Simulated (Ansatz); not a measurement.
This concerns the formation energy of the neutral 4 F_i + V_Ge in Ge (diamond, Fd-3m). Reaction: 215 Ge (diamond) + 2 F2 (gas) → cell A.

Cell A: a supercell of 216 sites of Ge (diamond, Fd-3m) with one empty Ge site amid 4 Ge; F off the lattice sites (1 Ge at 1.87 Å); two times F off the lattice sites (1 Ge at 1.83 Å); F off the lattice sites (1 Ge at 1.84 Å); the closest two of these centres are 1.4 Å apart, the farthest 2.7 Å; spin state with PBE: run without spin, k-point mesh 1×1×1.
```xyz
219
Lattice="17.2839 0.0000 0.0000 0.0000 17.2839 0.0000 0.0000 0.0000 17.2839" Properties=species:S:1:pos:R:3 pbc="T T T"
Ge     0.0006    -0.0081    -0.0043
Ge     1.4398     1.4317     1.4338
Ge    -0.0138     2.8579     2.8728
Ge     1.4183     4.2952     4.3101
Ge     2.8873    -0.0070     2.8670
Ge     4.3267     1.4296     4.3074
Ge     2.8802     2.8711    -0.0069
Ge     4.3143     4.3152     1.4302
Ge    -0.0329    -0.0348     5.7544
Ge     1.3945     1.3852     7.2054
Ge    -0.0022     2.8684     8.6415
Ge     1.4441     4.3141    10.0767
Ge     2.8757    -0.0198     8.6420
Ge     4.3164     1.4215    10.0860
Ge     2.8139     2.7890     5.7379
Ge     4.2177     4.1884     7.2036
Ge    -0.0004    -0.0066    11.5232
Ge     1.4415     1.4334    12.9617
Ge     0.0038     2.8731    14.3999
Ge     1.4447     4.3168    15.8337
Ge     2.8802    -0.0064    14.4036
Ge     4.3200     1.4325    15.8438
Ge     2.8821     2.8730    11.5208
Ge     4.3264     4.3145    12.9578
Ge    -0.0118     5.7490    -0.0253
Ge     1.3983     7.2038     1.3981
Ge    -0.0102     8.6449     2.8668
Ge     1.4197    10.0917     4.3098
Ge     2.8029     5.7344     2.8090
Ge     4.1916     7.2180     4.2001
Ge     2.8771     8.6336    -0.0147
Ge     4.3112    10.0789     1.4273
Ge    -0.0051     5.7469     5.7543
Ge     1.4386     7.1839     7.1910
Ge     0.0095     8.6342     8.6341
Ge     1.4495    10.0722    10.0788
Ge     2.8838     5.7344     8.6223
Ge     4.4192     7.1583     9.9843
Ge     2.8440     8.6461     5.7421
Ge     4.2230    10.1481     7.1777
Ge     0.0112     5.7554    11.5158
Ge     1.4888     7.2023    12.9144
Ge     0.0408     8.6358    14.3618
Ge     1.4434    10.0787    15.8323
Ge     2.8877     5.7552    14.3916
Ge     4.3251     7.1959    15.8339
Ge     2.9566     8.6179    11.4471
Ge     4.3241    10.0723    12.9543
Ge     0.0058    11.5200    -0.0092
Ge     1.4427    12.9612     1.4325
Ge     0.0066    14.4059     2.8726
Ge     1.4430    15.8448     4.3143
Ge     2.8784    11.5216     2.8755
Ge     4.3263    12.9603     4.3128
Ge     2.8845    14.3959    -0.0089
Ge     4.3246    15.8349     1.4318
Ge    -0.0111    11.5340     5.7547
Ge     1.4083    12.9975     7.1924
Ge    -0.0268    14.4214     8.6392
Ge     1.4339    15.8352    10.0854
Ge     2.8283    11.5654     8.6436
Ge     4.3183    12.9632    10.0846
Ge     2.8813    14.4022     5.7508
Ge     4.3222    15.8330     7.1996
Ge     0.0088    11.5112    11.5178
Ge     1.4419    12.9539    12.9607
Ge     0.0031    14.3952    14.3999
Ge     1.4404    15.8361    15.8404
Ge     2.8846    11.5115    14.3944
Ge     4.3240    12.9550    15.8374
Ge     2.8785    14.3963    11.5244
Ge     4.3175    15.8356    12.9685
Ge     5.7623     0.0181     0.0230
Ge     7.1934     1.4683     1.4732
Ge     5.7681     2.9388     2.9256
Ge     7.2295     4.4161     4.3686
Ge     8.6354     0.0090     2.8967
Ge    10.0703     1.4648     4.3324
Ge     8.6439     2.8712     0.0046
Ge    10.0854     4.3171     1.4330
Ge     5.7616    -0.0114     5.7561
Ge     7.2068     1.4251     7.1960
Ge     5.7627     2.8427     8.6402
Ge     7.1993     4.1867    10.1866
Ge     8.6468    -0.0114     8.6413
Ge    10.0953     1.4302    10.0757
Ge     8.6263     2.9090     5.7772
Ge    10.0365     4.4136     7.1751
Ge     5.7608    -0.0193    11.5269
Ge     7.1972     1.3851    13.0087
Ge     5.7614     2.8690    14.4047
Ge     7.2040     4.3070    15.8439
Ge     8.6485    -0.0349    14.4349
Ge    10.0842     1.4218    15.8587
Ge     8.6650     2.7884    11.5902
Ge    10.0931     4.2947    12.9855
Ge     5.7616     5.7520    -0.0085
Ge     7.2105     7.1933     1.4201
Ge     5.7441     8.6180     2.8441
Ge     7.1644    10.0389     4.3170
Ge     8.6827     5.7924     2.8649
Ge    10.2408     7.2395     4.1622
Ge     8.6508     8.6394    -0.0127
Ge    10.0976    10.0887     1.4135
Ge     5.4419     5.6706     5.6519
Ge     5.7692     8.8539     8.6274
Ge     7.2225    10.1445    10.1768
Ge     8.7579     5.6626     8.9653
Ge    10.2050     7.2146    10.2151
Ge     8.7927     8.6281     5.5989
Ge    10.0785    10.0307     7.2373
Ge     5.7819     5.7349    11.5193
Ge     7.2124     7.1840    12.9649
Ge     5.7689     8.6341    14.3943
Ge     7.2057    10.0795    15.8365
Ge     8.6489     5.7467    14.4085
Ge    10.0923     7.1951    15.8385
Ge     8.6601     8.6448    11.5578
Ge    10.0927    10.0913    12.9819
Ge     5.7618    11.5141    -0.0059
Ge     7.2053    12.9393     1.4493
Ge     5.7639    14.3966     2.8726
Ge     7.2036    15.8299     4.3224
Ge     8.6341    11.4789     2.8884
Ge    10.0739    12.9276     4.3289
Ge     8.6429    14.3913     0.0225
Ge    10.0748    15.8408     1.4598
Ge     5.7438    11.5107     5.7553
Ge     7.2000    12.9350     7.2029
Ge     5.7660    14.3894     8.6368
Ge     7.2028    15.8332    10.0803
Ge     8.6462    11.5085     8.6587
Ge    10.0895    12.9589    10.0757
Ge     8.6384    14.3799     5.7641
Ge    10.0801    15.8299     7.1989
Ge     5.7593    11.5639    11.5739
Ge     7.2106    12.9967    12.9941
Ge     5.7637    14.4217    14.4291
Ge     7.2022    15.8422    15.8867
Ge     8.6486    11.5335    14.4137
Ge    10.0880    12.9789    15.8431
Ge     8.6516    14.4017    11.5207
Ge    10.0886    15.8442    12.9591
Ge    11.5224    -0.0172     0.0117
Ge    12.9594     1.4300     1.4439
Ge    11.5236     2.8811     2.8794
Ge    12.9690     4.3178     4.3175
Ge    14.3916    -0.0169     2.8809
Ge    15.8281     1.4226     4.3188
Ge    14.4032     2.8649     0.0006
Ge    15.8448     4.3076     1.4304
Ge    11.5062     0.0092     5.7676
Ge    12.9308     1.4673     7.2097
Ge    11.4796     2.9375     8.6347
Ge    12.9731     4.3150    10.0890
Ge    14.3799     0.0169     8.6405
Ge    15.8426     1.4316    10.0830
Ge    14.3978     2.8716     5.7589
Ge    15.8428     4.3068     7.1985
Ge    11.5355    -0.0069    11.5148
Ge    12.9691     1.4311    12.9632
Ge    11.5306     2.8577    14.4174
Ge    12.9731     4.3075    15.8429
Ge    14.4075    -0.0082    14.4024
Ge    15.8468     1.4334    15.8403
Ge    14.4102     2.8711    11.5232
Ge    15.8536     4.3166    12.9590
Ge    11.5344     5.7532    -0.0108
Ge    13.0346     7.1905     1.3686
Ge    11.6404     8.6763     2.7631
Ge    12.9892    10.0885     4.3057
Ge    14.4140     5.7530     2.8687
Ge    15.8483     7.1947     4.3106
Ge    14.4533     8.6434    -0.0508
Ge    15.8445    10.0881     1.4283
Ge    11.5376     5.7929     5.7217
Ge    12.9833     7.1931     7.1933
Ge    11.5568     8.6157     8.6592
Ge    12.9742    10.0784    10.0908
Ge    14.4122     5.7514     8.6417
Ge    15.8531     7.1960    10.0776
Ge    14.4160     8.6390     5.7524
Ge    15.8503    10.0792     7.1974
Ge    11.5970     5.7335    11.6039
Ge    13.0071     7.2041    13.0068
Ge    11.5360     8.6451    14.4130
Ge    12.9748    10.0886    15.8417
Ge    14.4301     5.7488    14.4168
Ge    15.8853     7.1998    15.8032
Ge    14.4175     8.6336    11.5251
Ge    15.8544    10.0788    12.9588
Ge    11.5299    11.5371    -0.0117
Ge    12.9602    12.9701     1.4425
Ge    11.5078    14.3877     2.8957
Ge    12.9431    15.8413     4.3282
Ge    14.4142    11.5372     2.8732
Ge    15.8431    12.9790     4.3152
Ge    14.4047    14.3993    -0.0018
Ge    15.8423    15.8406     1.4373
Ge    11.5105    11.4745     5.7692
Ge    12.9512    12.9367     7.1975
Ge    11.5296    14.3958     8.6386
Ge    12.9708    15.8340    10.0782
Ge    14.4085    11.5134     8.6410
Ge    15.8490    12.9545    10.0789
Ge    14.3787    14.3902     5.7600
Ge    15.7994    15.8412     7.2010
Ge    11.5272    11.5214    11.5243
Ge    12.9705    12.9610    12.9599
Ge    11.5303    14.4056    14.3957
Ge    12.9655    15.8402    15.8443
Ge    14.4123    11.5199    14.3964
Ge    15.8454    12.9601    15.8411
Ge    14.4118    14.3954    11.5181
Ge    15.8463    15.8357    12.9624
F      7.0842     9.1049     7.3166
F      7.4599     6.9416     8.7751
F      8.1810     6.9989     6.1691
F      5.5909     6.9549     6.9595
```

Reference: Ge (diamond, Fd-3m), 216 atoms in the cell, the relaxed perfect crystal repeated, atoms not moved again, k-point mesh 1×1×1 on the run's own vectors.

Reference: an isolated F2 molecule (singlet) in a box of 11 × 11 × 13 Å.

All numbers come from Ansatz (a quantum-chemistry and plane-wave program), plane waves with PAW, its default PAW set, cutoff 420 eV. The structures are at rest with PBE, within the held lattices. Neutral cells; Fermi-Dirac smearing of at most 0.05 eV in the solids, energies taken to zero width. A dispersion term (D3(BJ), or D4 for r2SCAN) was computed beside these levels and is taken off wherever the name lacks it. Space groups of crystals are read within 0.01 Å. No zero-point or thermal terms. No structure search was made; lower ones may exist. Values are for these cell sizes. Mesh and cell size may move defect energies by 0.1 eV or more.

Problem. Give the value at the level PBE.

Solution. -9.91 eV, for 215 Ge (diamond) + 2 F2 (gas) → cell A.
